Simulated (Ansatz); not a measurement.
Base system: MoSi2 (space group I4/mmm, No. 139; a = 3.202 Å, c = 7.819 Å).

Computed with r2SCAN (Ansatz, a quantum-chemistry and plane-wave program, PAW, without spin-orbit coupling), earlier PAW set.

For the base:

- Pressure: 0.0 GPa

One thing is altered: an isotropic linear strain of −3.12 %; the atoms relax in the strained cell.

How does this affect the energy relative to the base?

The energy grows by 90 meV/atom.

How does this affect the pressure?

The pressure (mean of the normal stresses, compression positive) goes from zero to 25.8 GPa.

The mesh was chosen for an insulator and is coarse for the gapless case. No phonon test of stability was made. The final runs are not spin-polarised.
